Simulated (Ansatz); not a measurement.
Consider the following.

```
CELL_PARAMETERS angstrom
      0.00000     2.73357     2.69976
      2.73357     0.00000     2.69976
      2.73357     2.73357     0.00000
ATOMIC_POSITIONS crystal
  Ga 0.00000 0.00000 0.00000
  P  0.25000 0.25000 0.25000
```

The numbers are results of r2SCAN with spin-orbit coupling, rigid bands (plane waves, PAW; Ansatz, a quantum-chemistry and plane-wave program), not measurements. Condition of this run: uniaxial stress zz = 1 GPa (compression positive) (the target of the relaxation). Cell: cell and atoms relaxed with r2SCAN, then loaded as said.

Predict the electron conductivity mass (n e² τ/σ) at 300 K, by direction if it differs.

0.25 (x), 0.25 (y), 1.05 (z) mₑ.

What conductivity effective mass do dilute holes have at 300 K?

0.46 (x), 0.46 (y), 0.41 (z) mₑ.

And the band gap?

1.70 eV at this level; semilocal functionals usually fall short of the measured gap.

Rigid bands, one relaxation time for all states, no polarons.
